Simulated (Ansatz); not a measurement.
```xyz
4
Lattice="4.2516 0.0000 0.0000 -2.1258 3.6820 0.0000 0.0000 0.0000 6.9036" Properties=species:S:1:pos:R:3 pbc="T T T"
Mg     2.1258     1.2273     0.0078
Mg     0.0000     2.4547     3.4596
Te     2.1258     1.2273     4.3083
Te     0.0000     2.4547     0.8565
```

The cell was generated from a structure type, relaxed within its symmetry, and need not be the phase found at ambient conditions. Spin-orbit coupling is not included. The polar cell is relaxed at 10 GPa. The structure is held there; whether it is the stable one at that pressure was not tested.

Q: Give the diagonal Born effective charges atom by atom and the electronic dielectric tensor from linear response, Ansatz (a quantum-chemistry and plane-wave program), LDA functional, plane-wave PAW.

A: 
```csv
atom,Z*xx,Z*yy,Z*zz
Mg1,1.71,1.71,1.82
Mg2,1.71,1.71,1.82
Te3,-1.71,-1.71,-1.82
Te4,-1.71,-1.71,-1.82
```

ε∞ diagonal: 5.8, 5.8, 6.0. The program warned that the k mesh resolves the field response only roughly, so the permittivities are not converged. At this level the polar cell without biaxial strain is unstable to a cell-doubling distortion (lowest mode away from Γ 38i cm⁻¹ on a 2×2×2 mesh), so it is not the ground state. At Γ this cell has an unstable mode of 23i cm⁻¹, so it is a symmetry-held saddle and not a minimum.
